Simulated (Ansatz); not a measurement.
A thermal frame of NaCl(110) slab, cut from rock-salt NaCl, cell Na24Cl24, with vacuum along z, from MD with PBE at 300 K. Level of theory: PBE (plane waves, PAW; Ansatz, a quantum-chemistry and plane-wave program).

```yaml
plane_wave_cutoff: 420 eV
k-points: 2x2x1 mesh shifted by half a step in the plane
Fermi-Dirac width: 0.050 eV
spin: not polarised; no spin-orbit coupling
```

A check of the k-sampling: on the last frame of the same run a denser mesh moved the PBE forces by 0.000 eV/Å rms and the free energy by 0 meV/atom.

```
CELL_PARAMETERS angstrom
      8.16619     0.00000     0.00000
      0.00000    11.54874     0.00000
      0.00000     0.00000    22.20773
ATOMIC_POSITIONS crystal
  Na 0.94473 0.49405 0.27773
  Na 0.74821 0.24732 0.36745
  Na 0.23395 0.24967 0.35936
  Na 0.46476 0.51099 0.29744
  Na 0.48041 0.48505 0.45982
  Na 0.26323 0.25215 0.55257
  Na 0.71212 0.25211 0.54241
  Na 0.97145 0.52366 0.45536
  Na 0.99825 0.48919 0.64073
  Na 0.74279 0.23584 0.72756
  Na 0.24582 0.25803 0.73820
  Na 0.48225 0.50244 0.64690
  Cl 0.21509 0.47440 0.36037
  Cl 0.49095 0.24999 0.28606
  Cl 0.95368 0.25139 0.27839
  Cl 0.73461 0.48995 0.36583
  Cl 0.72965 0.47823 0.54795
  Cl 0.98137 0.25074 0.47161
  Cl 0.48804 0.24982 0.45175
  Cl 0.23546 0.50409 0.55117
  Cl 0.24829 0.49486 0.74384
  Cl 0.49186 0.23482 0.64643
  Cl 0.01184 0.26983 0.65312
  Cl 0.72537 0.49735 0.72252
  Na 0.96372 0.96680 0.28613
  Na 0.71755 0.76616 0.35767
  Na 0.23524 0.76136 0.37069
  Na 0.47397 0.02266 0.28737
  Na 0.45645 0.98193 0.48206
  Na 0.22789 0.72982 0.54387
  Na 0.71797 0.76284 0.56157
  Na 0.96837 0.01472 0.45570
  Na 0.99258 0.98919 0.65118
  Na 0.75072 0.74895 0.72637
  Na 0.24695 0.75869 0.73434
  Na 0.47157 0.99965 0.64684
  Cl 0.20413 0.99798 0.35902
  Cl 0.45905 0.75257 0.27715
  Cl 0.96269 0.74243 0.28419
  Cl 0.71271 0.00247 0.37904
  Cl 0.73978 0.02132 0.55250
  Cl 0.97540 0.77197 0.45985
  Cl 0.48191 0.74619 0.45974
  Cl 0.22459 0.99479 0.55935
  Cl 0.21195 0.01216 0.75192
  Cl 0.48944 0.74724 0.64944
  Cl 0.99945 0.75482 0.63802
  Cl 0.71563 0.99005 0.72488
```

Problem. Give the forces on atoms 7, 8, 16, 21, 22, 23, 26, 34, 35, 43 (eV/Å).

Solution. 
| atom | Fx Fy Fz |
|---|---|
| Na7 | 0.196 -0.119 0.200 |
| Na8 | -0.018 -0.273 0.097 |
| Cl16 | -0.262 0.347 0.259 |
| Cl21 | -0.049 0.299 -0.192 |
| Cl22 | -0.136 0.284 -0.032 |
| Cl23 | -0.093 -0.687 -0.022 |
| Na26 | -0.190 -0.161 0.305 |
| Na34 | -0.031 -0.147 -0.121 |
| Na35 | -0.066 -0.063 -0.128 |
| Cl43 | -0.042 -0.070 0.094 |
